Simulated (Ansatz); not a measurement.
**CdS: element substitutions**

Base system: CdS in the zinc blende structure (space group F-43m, No. 216; a = 5.927 Å).

Each row replaces one element on all its sites; cell and atoms are relaxed.

Method: PBE in Ansatz (plane waves to 420 eV, PAW, without spin-orbit coupling).

Question: Only one of these has no band gap. Which?
A) S → Si
B) S → Se
C) Cd → Zn

Answer: A, S → Si. Computed: Cd → Zn: 2.01 eV; S → Se: 0.50 eV; S → Si: zero

Stability against distortions was not tested. As relaxed here, CdSi is a hypothetical phase, not in the database extracts checked. The final runs are not spin-polarised.

Ansatz is a program for electronic structure.
